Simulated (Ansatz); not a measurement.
## A computed series for Nb: element substitutions

Base system: Nb in the bcc (W type) structure (space group Im-3m, No. 229).

```
CELL_PARAMETERS angstrom
     -1.63563     1.63563     1.63563
      1.63563    -1.63563     1.63563
      1.63563     1.63563    -1.63563
ATOMIC_POSITIONS crystal
  Nb 0.00000 0.00000 0.00000
```

Each row replaces one element on all its sites; cell and atoms are relaxed.

Method: PBEsol (Ansatz, a first-principles code), no SOC.

Before the change:

```
Property              Result
-------------------  -------
Lattice parameter a  3.271 Å
```

Question: The aim is a lattice parameter a between 2.365 Å and 2.584 Å. Which of these changes reaches it?
(A) Nb → Be
(B) Nb → Hf
(C) Nb → Sb

Answer: A, Nb → Be. It gives 2.493 Å; Nb → Sb gives 3.730 Å; Nb → Hf gives 3.490 Å. Changes not listed may reach it too

Stability against distortions was not tested. For Be and Sb in this form, whether it has been made was not checked. The final runs are not spin-polarised. This is not the structure that Be has at room temperature and ambient pressure. This is not the structure that Sb has at room temperature and ambient pressure. This is not the structure that Hf has at room temperature and ambient pressure.
